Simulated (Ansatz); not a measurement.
Levels about the gap of amorphous Zr20O41Ba (62 atoms in a cell of 815 Å³, 5.33 g/cm³; zone centre alone, so wide bands show as single levels with stretches between that a denser mesh fills), at the geometry that PBE relaxed, where it gives 0.0 GPa on a denser mesh. Exact exchange is cut at the faces of this small cell, which leaves a finite-size error. The participation number counts the atoms over which a state spreads; weights are charges in smoothed Voronoi cells. The levels come from a single point, so bond lengths are those of that geometry. Method of the levels: HSE06, scalar-relativistic without spin-orbit coupling (Ansatz, a quantum-chemistry and plane-wave program). Sampling: the zone centre alone; Fermi-Dirac width 0.02 eV; no spin polarisation.

It comes from a melt-quench run on a machine-learned potential (CHGNet), relaxed afterwards by DFT. O atoms were pushed apart under 1.9 Å during the dynamics, to hinder bonds among them. The hot cell started wider than the set density and was brought back towards it in steps. It is the lowest in DFT energy of 2 quenches. It is a model cell: composition and starting density were chosen by hand, and all elements were melted together. No dispersion term was used. Its density started from a set value of 5.35 and ended at 5.33 g/cm³. The quench (nominally 450 K/ps over its main leg) was far faster than any real one, so the model tends to hold more defects than a real film. A cell of this size samples the disorder only roughly. Volume and shape were free in the relaxation.

```json
[
 {"E - E(highest filled), eV": "-0.41", "filling": "filled", "participation number": "18.1", "largest on": "O, 3 neighbours", "weight O": "0.94", "weight Zr": "0.05", "weight Ba": "0.00"},
 {"E - E(highest filled), eV": "-0.37", "filling": "filled", "participation number": "10.7", "largest on": "O, 3 neighbours", "weight O": "0.94", "weight Zr": "0.05", "weight Ba": "0.00"},
 {"E - E(highest filled), eV": "-0.33", "filling": "filled", "participation number": "22.9", "largest on": "O, 3 neighbours", "weight O": "0.95", "weight Zr": "0.05", "weight Ba": "0.00"},
 {"E - E(highest filled), eV": "-0.28", "filling": "filled", "participation number": "20.0", "largest on": "O, 3 neighbours", "weight O": "0.95", "weight Zr": "0.05", "weight Ba": "0.00"},
 {"E - E(highest filled), eV": "-0.21", "filling": "filled", "participation number": "12.1", "largest on": "O, 3 neighbours", "weight O": "0.95", "weight Zr": "0.05", "weight Ba": "0.00"},
 {"E - E(highest filled), eV": "-0.10", "filling": "filled", "participation number": "10.6", "largest on": "O, 4 neighbours", "weight O": "0.94", "weight Zr": "0.05", "weight Ba": "0.01"},
 {"E - E(highest filled), eV": "0.00", "filling": "filled", "participation number": "11.5", "largest on": "O, 4 neighbours", "weight O": "0.96", "weight Zr": "0.04", "weight Ba": "0.00"},
 {"E - E(highest filled), eV": "5.04", "filling": "empty", "participation number": "11.6", "largest on": "Zr, 7 neighbours", "weight O": "0.36", "weight Zr": "0.64", "weight Ba": "0.00"},
 {"E - E(highest filled), eV": "5.32", "filling": "empty", "participation number": "25.1", "largest on": "Zr, 8 neighbours", "weight O": "0.36", "weight Zr": "0.63", "weight Ba": "0.00"},
 {"E - E(highest filled), eV": "5.47", "filling": "empty", "participation number": "18.8", "largest on": "Zr, 8 neighbours", "weight O": "0.33", "weight Zr": "0.67", "weight Ba": "0.00"},
 {"E - E(highest filled), eV": "5.51", "filling": "empty", "participation number": "24.9", "largest on": "Zr, 7 neighbours", "weight O": "0.34", "weight Zr": "0.65", "weight Ba": "0.01"},
 {"E - E(highest filled), eV": "5.57", "filling": "empty", "participation number": "22.8", "largest on": "Zr, 7 neighbours", "weight O": "0.35", "weight Zr": "0.65", "weight Ba": "0.00"},
 {"E - E(highest filled), eV": "5.59", "filling": "empty", "participation number": "25.2", "largest on": "Zr, 8 neighbours", "weight O": "0.35", "weight Zr": "0.64", "weight Ba": "0.00"},
 {"E - E(highest filled), eV": "5.68", "filling": "empty", "participation number": "33.2", "largest on": "Zr, 8 neighbours", "weight O": "0.33", "weight Zr": "0.67", "weight Ba": "0.00"}
]
```

Most localised among these is the filled level at -0.10 eV, on a O atom, which has 4 neighbours (Zr 2.00 Å, Zr 2.16 Å, Zr 2.80 Å, Ba 2.86 Å).
